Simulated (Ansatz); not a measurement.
Results of rVV10 in Ansatz (plane waves, PAW) for rock-salt TbN.

Settings: plane-wave cutoff 520 eV, 20×20×20 k mesh, Fermi–Dirac smearing 0.05 eV, spin-polarised with parallel moments, scalar-relativistic PAW data made under PBE.

Results at a series of volumes:

```tsv
V (Å³/atom)	E − E_lowest (meV/atom)
14.129	26.92
14.429	11.55
14.730	2.79
15.031	0.00
15.331	2.59
15.632	10.03
15.932	21.87
```

Q: Estimate the bulk modulus and its pressure derivative from these points.

A: V0 = 15.031 Å³/atom, B0 = 143 GPa, B′ = 4.1 (fit to the energies at full precision).

Measured, for comparison: equilibrium volume per atom 14.90 Å³/atom (temperature not stated, not corrected to a static lattice; as tabulated in Natali et al. (2013), arXiv:1208.2410). Computed (rounded) less measured: equilibrium volume per atom +0.9 %.

Note: the magnetic order was assumed, not searched for or taken from measurement; the 4f shell is treated without U or exact exchange, so its levels and filling can be wrong.

Spin–orbit coupling is not included; it can open a gap where bands touch, and shift volumes and moduli.

The result took about 7 core-minutes (a rough figure).

Ansatz is an electronic-structure program.
